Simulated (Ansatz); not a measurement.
Take SiO₂ (space group P4_32_12, No. 96; a = 5.030 Å, c = 7.013 Å) as the base.

Modification: cell and atoms relaxed at a pressure of 0.7 GPa.

Method: Ansatz (a program for electronic structure) PBEsol, without spin-orbit coupling.

Base, band edges from the VBM (valence, conduction): A -0.63, 9.07; M -0.55, 8.56; R -0.17, 7.82; X -0.48, 7.57; Z -0.39, 6.79; Γ 0.00, 5.57 eV.

Task: Give the band edges at the high-symmetry points of the new zone, measured from its valence-band maximum.

Result: 
```
point  valence edge (eV)  conduction edge (eV)
-----  -----------------  --------------------
Γ                   0.00                  5.62
X                  -0.51                  7.68
M                  -0.52                  8.63
Z                  -0.38                  6.91
R                  -0.20                  7.95
A                  -0.58                  9.10
```

The gap is 5.62 eV, direct at Γ.

Load acts through the strain it causes; cell and atoms are relaxed under it. Whether these cells are dynamically stable was not tested.
